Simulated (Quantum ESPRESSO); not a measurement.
Checking a run of Quantum ESPRESSO on MgCo4O8 (F-43m, 13 atoms in the cell). The aim is a self-consistent single point with DFT, PBEsol, plane waves, SSSP 1.1.2 efficiency (PBE) pseudopotentials.

Cell that was meant: a = 5.8205 Å, b = 5.8205 Å, c = 5.8205 Å, α = 60.00°, β = 60.00°, γ = 60.00°.

Part of the input:

```fortran
  ecutrho = 440,
  occupations = 'smearing',
  smearing = 'mp',
  degauss = 0.3,
  input_dft = 'pbesol',
/
&electrons
```

Output (repeated stretches shortened):

```
     file Mg.pbe-n-kjpaw_psl.0.3.0.UPF: wavefunction(s)  3S renormalized
   [... lines left out ...]
        k(    1) = (   0.0589256   0.0589256   0.0589256), wk =   0.0185185
        k(    2) = (   0.1767767   0.1767767  -0.0589256), wk =   0.0555556
        k(    3) = (   0.2946278   0.2946278  -0.1767767), wk =   0.0555556
   [... 25 lines left out ...]

     Dense  grid:   146687 G-vectors     FFT dimensions: (  75,  75,  75)

     Smooth grid:    51733 G-vectors     FFT dimensions: (  54,  54,  54)

     Initial potential from superposition of free atoms

     starting charge     113.9990, renormalised to     118.0000
     Self-consistent Calculation

     iteration #  1     ecut=    55.00 Ry     beta= 0.70

     total energy              =   -1534.99179446 Ry
     estimated scf accuracy    <      29.04787825 Ry

     iteration #  2     ecut=    55.00 Ry     beta= 0.70

     total energy              =   -1544.43651577 Ry
     estimated scf accuracy    <     160.71013695 Ry

     iteration #  3     ecut=    55.00 Ry     beta= 0.70

     total energy              =   -1553.37292402 Ry
     estimated scf accuracy    <      12.30713280 Ry

   [... 12 blocks of this kind left out ...]

     iteration # 16     ecut=    55.00 Ry     beta= 0.70

     total energy              =   -1555.13046242 Ry
     estimated scf accuracy    <          1.7E-10 Ry

     iteration # 17     ecut=    55.00 Ry     beta= 0.70
     End of self-consistent calculation

     the Fermi energy is     8.0823 ev

!    total energy              =   -1555.13046241 Ry
     estimated scf accuracy    <          5.3E-12 Ry
     smearing contrib. (-TS)   =      -0.66537607 Ry
     internal energy E=F+TS    =   -1554.46508635 Ry

     convergence has been achieved in  17 iterations

     Forces acting on atoms (cartesian axes, Ry/au):

     atom    1 type  1   force =    -0.00000000   -0.00000000   -0.00000000
     atom    2 type  2   force =     0.00309286    0.00309286    0.00309286
     atom    3 type  2   force =     0.00309286   -0.00309286   -0.00309286
     atom    4 type  2   force =    -0.00309286   -0.00309286    0.00309286
   [... lines left out ...]

     Total force =     0.043715     Total SCF correction =     0.000005

          total   stress  (Ry/bohr**3)                   (kbar)     P=      -77.65
  -0.00052786  -0.00000000  -0.00000000          -77.65       -0.00       -0.00
  -0.00000000  -0.00052786  -0.00000000           -0.00      -77.65       -0.00
  -0.00000000  -0.00000000  -0.00052786           -0.00       -0.00      -77.65

   JOB DONE.
```

### Question
Is anything amiss in this input, and did it matter?

### Answer
The run is not sound. The fault is a smearing width that is far too large. A width of many tenths of an electronvolt moves electrons far across the Fermi level or the gap, and the free energy and its derivatives carry a large smearing term. To fix it, use a width small against the gap or band features. The run converged in 17 iterations without an error; against the sound input the free energy drops by 230 meV/atom, the pressure goes from -18.18 to -7.77 GPa and the largest force goes from 1.589 to 0.537 eV/Å.

An input that runs soundly differs in these lines (not the only fix; some lines may just follow from the change or write a value another way):
```diff
-  degauss = 0.3,
+  degauss = 0.0073499,
```

With that input, the run converged in 17 iterations: free energy E − TS -21155.6318 eV; Fermi level (on the code's own zero) 7.58 eV; pressure -18.18 GPa; largest force (vector length) 1.589 eV/Å (DFT, PBEsol, plane waves, SSSP 1.1.2 efficiency (PBE) pseudopotentials).

On the sound input: the starting cell comes from a database of computed structures (which also holds hypothetical and non-ambient phases and stackings), without a prior relaxation at this level. Spin polarisation is off, so a magnetic state, if there is one, cannot be reached. With a pressure of about -18 GPa the cell is away from its equilibrium volume at this level. Forces in this geometry exceed 1 eV/Å.
